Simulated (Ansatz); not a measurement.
For HfO2 (P4₂/mnm, No. 136, 6 atoms in the cell; start mp-776532; a measured phase of this formula has another space group), LDA (PAW; Ansatz, a quantum-chemistry and plane-wave program) gives:

* **lattice constant a**: 4.789 Å
* **lattice parameter c**: 3.186 Å
* **cohesive energy**: 8.84 eV/atom
* **band gap**: 3.88 eV

### Question
What does r²SCAN+rVV10 (Ansatz, plane waves, PAW) give for the same quantities?

### Answer

- lattice constant a: 4.825 Å (increases by 0.8 %)
- lattice parameter c: 3.217 Å (rises by 1.0 %)
- cohesive energy: 7.94 eV/atom (falls by 0.90 eV/atom)
- band gap: 4.53 eV (rises by 0.65 eV)

Changes are worked out from the printed values.

Unless a cell is named, each level is at its own relaxed cell (LDA 12.18, r²SCAN+rVV10 12.48 Å³/atom).

Levels without +SOC leave out spin–orbit coupling, which shifts energies and cells of such heavy elements.

Levels without +SOC have no spin–orbit coupling; where heavier elements are present it shifts gaps, mostly down, and can invert bands. Density-functional gaps are differences of (generalised) Kohn–Sham levels.

Caveats: the relaxation could not lower the start's symmetry, so the cell can be a saddle point above a distorted one (LDA, r²SCAN+rVV10). Ansatz's density-functional and Hartree–Fock values are scalar-relativistic unless marked +SOC, with PAW data made under PBE.

A start named mp-… is a Materials Project structure, which need not be a measured phase.
